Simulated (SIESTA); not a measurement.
Worked example: self-consistent single point of ScIr3 (Pm-3m, 4 atoms in the cell) in SIESTA

Computed with LDA PW92, numerical atomic orbitals DZP, PseudoDojo LDA standard norm-conserving potentials (rewritten from UPF to PSML) (SIESTA).

Input:

```
# files in the folder: Sc.psml Ir.psml (PseudoDojo LDA standard)
SystemName  ScIr3
SystemLabel ScIr3

NumberOfAtoms                4
NumberOfSpecies              2
%block ChemicalSpeciesLabel
  1 21 Sc
  2 77 Ir
%endblock ChemicalSpeciesLabel
LatticeConstant              1.0 Ang
%block LatticeVectors
     3.848331000    0.000000000    0.000000000
     0.000000000    3.848331000    0.000000000
     0.000000000    0.000000000    3.848331000
%endblock LatticeVectors
AtomicCoordinatesFormat      Ang
%block AtomicCoordinatesAndAtomicSpecies
     0.000000000    0.000000000    0.000000000  1
     0.000000000    1.924165500    1.924165500  2
     1.924165500    0.000000000    1.924165500  2
     1.924165500    1.924165500    0.000000000  2
%endblock AtomicCoordinatesAndAtomicSpecies

XC.functional                LDA
XC.authors                   PW92
PAO.BasisSize                DZP
PAO.EnergyShift              0.01 Ry
MeshCutoff                   300 Ry
%block kgrid.MonkhorstPack
    6   0   0  0.0
    0   6   0  0.0
    0   0   6  0.0
%endblock kgrid.MonkhorstPack
OccupationFunction           FD
ElectronicTemperature        1578.21 K

MaxSCFIterations             150
SCF.Mixer.Method             Broyden
SCF.Mixer.Weight             0.25
SCF.Mixer.History            6
SCF.DM.Tolerance             1.0E-05
Diag.ParallelOverK           true
WriteForces                  true
Charge.Mulliken              end
```

Log, with long lists cut:

```
reinit: Reading from file input.fdf

reinit: System Name: ScIr3
reinit: System Label: ScIr3

coor:   Atomic-coordinates input format  =     Cartesian coordinates
coor:                                          (in Angstroms)

siesta: Atomic coordinates (Bohr) and species
siesta:      0.00000   0.00000   0.00000  1        1
siesta:      0.00000   3.63615   3.63615  2        2
siesta:      3.63615   0.00000   3.63615  2        3
siesta:      3.63615   3.63615   0.00000  2        4

siesta: System type = bulk

initatomlists: Number of atoms, orbitals, and projectors:      4    76   114

siesta: ******************** Simulation parameters ****************************
redata: Spin configuration                          = none
redata: Time-Reversal Symmetry                      = T
redata: Number of Atomic Species                    =        2
redata: Mesh Cutoff                                 =   300.0000 Ry
redata: Net charge of the system                    =     0.0000 |e|
redata: Min. number of SCF Iter                     =        0
redata: Max. number of SCF Iter                     =      150
redata: SCF convergence failure will abort job
redata: SCF mix quantity                            = Hamiltonian
redata: Mix DM or H after convergence               =   F
redata: Recompute H after scf cycle                 =   F
redata: Mix DM in first SCF step                    =   T
redata: No kicks to SCF
redata: DM Mixing Weight for Kicks                  =     0.5000
redata: Require Harris convergence for SCF          =   F
redata: Harris energy tolerance for SCF             =     0.000100 eV
redata: Require DM convergence for SCF              =   T
redata: DM tolerance for SCF                        =     0.000010
redata: Require EDM convergence for SCF             =   F
redata: EDM tolerance for SCF                       =     0.001000 eV
redata: Require H convergence for SCF               =   T
   [... lines left out ...]
diag: Parallel distribution                         =     1 x     1
diag: Used triangular part                          = Lower
diag: Absolute tolerance                            =  0.100E-15
diag: Orthogonalization factor                      =  0.100E-05
diag: Memory factor                                 =  1.0000

superc: Internal auxiliary supercell:     5 x     5 x     5  =     125
superc: Number of atoms, orbitals, and projectors:    500   9500  14250

                        Single-point calculation

superc: Internal auxiliary supercell:     5 x     5 x     5  =     125
superc: Number of atoms, orbitals, and projectors:    500   9500  14250

outcell: Unit cell vectors (Ang):
        3.848331    0.000000    0.000000
        0.000000    3.848331    0.000000
        0.000000    0.000000    3.848331

outcell: Cell vector modules (Ang)   :    3.848331    3.848331    3.848331
outcell: Cell angles (23,13,12) (deg):     90.0000     90.0000     90.0000
outcell: Cell volume (Ang**3)        :     56.9924
new_DM -- step:     1
Initializing Density Matrix...

Attempting to read DM from file... Failed...
DM filled with atomic data:

InitMesh: MESH = 48 x 48 x 48 = 110592
InitMesh: Mesh cutoff (required, used) =   300.000   429.971 Ry

stepf: Fermi-Dirac step function
        iscf     Eharris(eV)        E_KS(eV)     FreeEng(eV)     dDmax    Ef(eV) dHmax(eV)
   scf:    1   -10530.849867   -10641.058686   -10641.245187  1.797625 -1.302192 26.425693
   scf:    2   -10674.632474   -10694.486223   -10694.661878  1.422804 -3.249399 13.910618
   scf:    3   -10700.594426   -10698.099715   -10698.302947  0.175101 -3.053636  6.960191
   scf:    4   -10681.830545   -10694.014951   -10694.250314  0.450447 -3.339799 11.394784
   scf:    5   -10697.928040   -10699.120097   -10699.324775  0.291749 -3.423148  2.332506
   scf:    6   -10699.437319   -10699.335941   -10699.548202  0.042317 -3.367815  0.565875
   [... 5 lines left out ...]
   scf:   12   -10699.344685   -10699.344692   -10699.559913  0.000055 -3.372581  0.000558
   scf:   13   -10699.344687   -10699.344689   -10699.559913  0.000026 -3.372653  0.000383
   scf:   14   -10699.344685   -10699.344687   -10699.559913  0.000019 -3.372696  0.000275
   scf:   15   -10699.344685   -10699.344686   -10699.559913  0.000013 -3.372732  0.000194
   scf:   16   -10699.344685   -10699.344686   -10699.559913  0.000008 -3.372759  0.000141
SCF Convergence by DM+H criterion
max |DM_out - DM_in|         :     0.0000075609
max |H_out - H_in|      (eV) :     0.0001409577
SCF cycle converged after 16 iterations

Using DM_out to compute the final energy and forces

siesta: E_KS(eV) =           -10699.3447

siesta: E_KS - E_eggbox =    -10699.3447

siesta: Atomic forces (eV/Ang):
     1   -0.000000   -0.000000    0.000000
     2   -0.000000   -0.000000   -0.000000
     3    0.000000    0.000000   -0.000000
     4    0.000000    0.000000   -0.000000
   Tot    0.000000   -0.000000    0.000000
   Max    0.000000
   Res    0.000000    sqrt( Sum f_i^2 / 3N )
   Max    0.000000    constrained

Stress tensor Voigt[x,y,z,yz,xz,xy] (kbar):      -31.75      -31.75      -31.75       -0.00        0.00        0.00
(Free)E + p*V (eV/cell)   -10698.4304
Target enthalpy (eV/cell)   -10699.5599

siesta: Program's energy decomposition (eV):
siesta: Ebs     =     -1996.773441
siesta: Eions   =     14522.862729
siesta: Ena     =      1955.748666
siesta: Ekin    =      3120.482345
siesta: Enl     =       537.716854
siesta: Eso     =         0.000000
siesta: Edftu   =         0.000000
siesta: DEna    =       165.802777
siesta: DUscf   =         6.015859
siesta: DUext   =         0.000000
siesta: Ex      =     -1796.435971
siesta: Ec      =      -165.812487
siesta: Exc     =     -1962.248458
siesta: Eharris =    -10699.344685
siesta: Etot    =    -10699.344686
siesta: FreeEng =    -10699.559913

siesta: Stress tensor (static) (eV/Ang**3):
siesta:    -0.019819    0.000000    0.000000
siesta:     0.000000   -0.019819    0.000000
siesta:     0.000000   -0.000000   -0.019819

siesta: Cell volume =         56.992441 Ang**3

siesta: Pressure (static):
siesta:                Solid            Molecule  Units
siesta:           0.00021585          0.00021585  Ry/Bohr**3
siesta:           0.01981886          0.01981886  eV/Ang**3
siesta:          31.75332116         31.75332116  kBar

mulliken: Atomic and Orbital Populations:

Species: Sc
Atom  Qatom  Qorb
               3s      4s      4s      3py     3pz     3px     4py     4pz
               4px     3dxy    3dyz    3dz2    3dxz    3dx2-y2 3dxy    3dyz
               3dz2    3dxz    3dx2-y2
   1 12.007   1.993   1.147  -0.257   1.971   1.971   1.971   0.399   0.399
              0.399   0.619   0.619   0.456   0.619   0.456  -0.177  -0.177

             -0.112  -0.177  -0.112

Species: Ir
Atom  Qatom  Qorb
               5s      6s      6s      5py     5pz     5px     6py     6pz
               6px     5dxy    5dyz    5dz2    5dxz    5dx2-y2 5dxy    5dyz
               5dz2    5dxz    5dx2-y2
   2 16.664   1.939   1.122  -0.414   1.972   1.972   1.989   0.195   0.195
              0.289   1.381   1.784   1.502   1.381   1.626  -0.044  -0.089

             -0.036  -0.044  -0.055
   3 16.664   1.939   1.122  -0.414   1.989   1.972   1.972   0.289   0.195
              0.195   1.381   1.381   1.502   1.784   1.626  -0.044  -0.044

             -0.036  -0.089  -0.055
   4 16.664   1.939   1.122  -0.414   1.972   1.989   1.972   0.195   0.289
              0.195   1.784   1.381   1.688   1.381   1.440  -0.089  -0.044

             -0.065  -0.044  -0.026

mulliken: Qtot =       62.000

Mulliken Atomic Populations:
Atom #   charge [q] valence [e]  Species
     1    -1.006652   12.006652  Sc
     2     0.335551   16.664449  Ir
     3     0.335551   16.664449  Ir
     4     0.335551   16.664449  Ir
 Total     0.000000
```

The run converged in 16 iterations.

The starting cell comes from a database of computed structures (which also holds hypothetical and non-ambient phases and stackings), without a prior relaxation at this level. Its lattice was rescaled by a random factor within 2.5 % of one. Spin polarisation is off. Values carry the incompleteness of an atom-centred basis. With a pressure of about 3 GPa the cell is away from its equilibrium volume at this level.

Cost on one core of a shared machine: roughly 30 s.
